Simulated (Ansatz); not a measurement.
Relaxation of the outer planes of the (112) surface of tetragonal MoSi2 in its 1x1 cell (cut with top plane Mo, bottom plane Mo), outermost plane spacing 0.65 Å in the ideal cut (one of several cuts of this face), with 1 Mo a cell over the bulk's ratio.

All values below come from PBE (plane waves to 420 eV, PAW; Ansatz, a first-principles code).

Slab: 16 atoms, Mo6Si10, 9.8 Å thick at the start (thin: gaps and levels are the slab's own); k 8x8x1, smearing 0.1 eV, dipole-corrected; all atoms relaxed; held to the start's symmetry, so lower structures may exist; no spin, no spin-orbit, no U.

```
plane  atoms  bulk spacing to the next (Å)  relaxed spacing (Å)  change (%)  rumpling (Å)
-----  -----  ----------------------------  -------------------  ----------  ------------
1         Mo                         0.649                0.514       -20.9          0.00
2         Si                         0.671                0.562       -16.3          0.00
```
